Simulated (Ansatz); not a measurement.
The reference is Pd in the fcc (Cu type) structure (space group Fm-3m, No. 225; a = 3.841 Å; relaxed with 0.1 eV smearing).

Calculations: Ansatz (a program for electronic structure) LDA, spin-orbit coupling left out.

For the base:

| Item | Result |
|---|---|
| Band gap | zero |
| Pressure | 0.0 GPa |

It is then changed as follows: an isotropic linear strain of +1.50 %; the atoms relax in the strained cell.

**Question.** Predict the new energy relative to the base, band gap and pressure.

**Answer.** The energy goes up by 19 meV/atom; the band gap remains zero; the pressure goes from zero to -8.9 GPa.

Whether these cells are dynamically stable was not tested. All final runs are without spin polarisation. Pd lies near a magnetic instability that expansion can trigger; it was not tested.
